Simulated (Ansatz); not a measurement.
## A computed series for ZnSe: element substitutions

The parent structure is ZnSe in the zinc blende structure (space group F-43m, No. 216; a = 5.634 Å).

Each row replaces one element on all its sites; cell and atoms are relaxed.

The values are results of PBEsol (Ansatz, an electronic-structure program), spin-orbit coupling left out, not measurements.

| variant | band gap | shortest interatomic distance |
|---|---|---|
| base | 1.24 eV | 243.9 pm |
| Se → Pd | zero | 239.6 pm |
| Se → S | 2.09 eV | 231.9 pm |
| Se → Br | zero | 272.5 pm |

Stability against distortions was not tested. As relaxed here, ZnPd and ZnBr are hypothetical phases, not in the database extracts checked. All final runs are without spin polarisation. An odd electron count without spin: ZnBr.
